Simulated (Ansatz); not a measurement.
# TiSi2 (model structure, started from the C54 type, Fddd, No. 70, 6 atoms in the cell)

Level of theory: PBE-D3(BJ) (PAW; Ansatz, a first-principles code).

Run with plane-wave cutoff 500 eV, 10×10×10 k mesh, Fermi–Dirac smearing 0.05 eV, no spin polarisation, scalar-relativistic PAW data made under PBE.

Cell (relaxed at this level):

```cif
data_Si4Ti2
_chemical_formula_sum 'Si4 Ti2'
_space_group_name_H-M_alt 'P 1'
_space_group_IT_number 1
_cell_length_a 5.86655
_cell_length_b 4.84814
_cell_length_c 4.70328
_cell_angle_alpha 75.772
_cell_angle_beta 53.231
_cell_angle_gamma 50.997
loop_
_space_group_symop_operation_xyz
  'x, y, z'
loop_
_atom_site_label
_atom_site_type_symbol
_atom_site_fract_x
_atom_site_fract_y
_atom_site_fract_z
_atom_site_occupancy
Si1 Si 0.66347 0.33653 0.66347 1
Si2 Si 0.33653 0.66347 0.33653 1
Si3 Si 0.58653 0.91347 0.58653 1
Si4 Si 0.91347 0.58653 0.91347 1
Ti1 Ti 0.00000 0.00000 0.00000 1
Ti2 Ti 0.25000 0.25000 0.25000 1
```

| Property | Value |
|---|---|
| band gap | none |

The computed numbers hold no vibrational or temperature effects.

Cost on a shared machine: very roughly 5 core-minutes.

A model structure was made by putting elements into a prototype or built by hand; here it ended with the formula and space group of a phase in our tables.
